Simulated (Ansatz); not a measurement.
Density of states of NbB2 (P6/mmm) near the Fermi level, PBEsol, rigid bands run with Ansatz (an electronic-structure program).

```json
[
 {"E − E_F (eV)": "-1.95", "states/eV/cell": "0.18"},
 {"E − E_F (eV)": "-1.85", "states/eV/cell": "0.19"},
 {"E − E_F (eV)": "-1.75", "states/eV/cell": "0.23"},
 {"E − E_F (eV)": "-1.65", "states/eV/cell": "0.30"},
 {"E − E_F (eV)": "-1.55", "states/eV/cell": "0.35"},
 {"E − E_F (eV)": "-1.45", "states/eV/cell": "0.37"},
 {"E − E_F (eV)": "-1.35", "states/eV/cell": "0.41"},
 {"E − E_F (eV)": "-1.25", "states/eV/cell": "0.46"},
 {"E − E_F (eV)": "-1.15", "states/eV/cell": "0.51"},
 {"E − E_F (eV)": "-1.05", "states/eV/cell": "0.54"},
 {"E − E_F (eV)": "-0.95", "states/eV/cell": "0.57"},
 {"E − E_F (eV)": "-0.85", "states/eV/cell": "0.60"},
 {"E − E_F (eV)": "-0.75", "states/eV/cell": "0.62"},
 {"E − E_F (eV)": "-0.65", "states/eV/cell": "0.64"},
 {"E − E_F (eV)": "-0.55", "states/eV/cell": "0.66"},
 {"E − E_F (eV)": "-0.45", "states/eV/cell": "0.68"},
 {"E − E_F (eV)": "-0.35", "states/eV/cell": "0.73"},
 {"E − E_F (eV)": "-0.25", "states/eV/cell": "0.78"},
 {"E − E_F (eV)": "-0.15", "states/eV/cell": "0.87"},
 {"E − E_F (eV)": "-0.05", "states/eV/cell": "1.00"},
 {"E − E_F (eV)": "0.05", "states/eV/cell": "1.04"},
 {"E − E_F (eV)": "0.15", "states/eV/cell": "1.09"},
 {"E − E_F (eV)": "0.25", "states/eV/cell": "1.15"},
 {"E − E_F (eV)": "0.35", "states/eV/cell": "1.24"},
 {"E − E_F (eV)": "0.45", "states/eV/cell": "1.42"},
 {"E − E_F (eV)": "0.55", "states/eV/cell": "1.44"},
 {"E − E_F (eV)": "0.65", "states/eV/cell": "1.29"},
 {"E − E_F (eV)": "0.75", "states/eV/cell": "1.28"},
 {"E − E_F (eV)": "0.85", "states/eV/cell": "1.30"},
 {"E − E_F (eV)": "0.95", "states/eV/cell": "1.34"},
 {"E − E_F (eV)": "1.05", "states/eV/cell": "1.34"},
 {"E − E_F (eV)": "1.15", "states/eV/cell": "1.36"},
 {"E − E_F (eV)": "1.25", "states/eV/cell": "1.35"},
 {"E − E_F (eV)": "1.35", "states/eV/cell": "1.35"},
 {"E − E_F (eV)": "1.45", "states/eV/cell": "1.36"},
 {"E − E_F (eV)": "1.55", "states/eV/cell": "1.37"},
 {"E − E_F (eV)": "1.65", "states/eV/cell": "1.36"},
 {"E − E_F (eV)": "1.75", "states/eV/cell": "1.42"},
 {"E − E_F (eV)": "1.85", "states/eV/cell": "1.61"}
]
```

### Question
With 3 atoms a cell, what bare Sommerfeld coefficient γ = (π²/3) k_B² N(E_F) follows?

### Answer
N(E_F) ≈ 1.02 states/eV a cell at 300 K, so γ ≈ 0.80 mJ/(mol of atoms·K²), before many-body enhancement (phonons, spin fluctuations, correlation).

### Question
How far does the Fermi level move in a rigid band for 0.1 electron a cell added or removed?

### Answer
96 meV and -101 meV.

A metal at this level (no band gap); rigid bands, thermally averaged at 300 K, both spins. Spin-orbit coupling is left out. Geometry: cell and atoms relaxed with PBEsol.
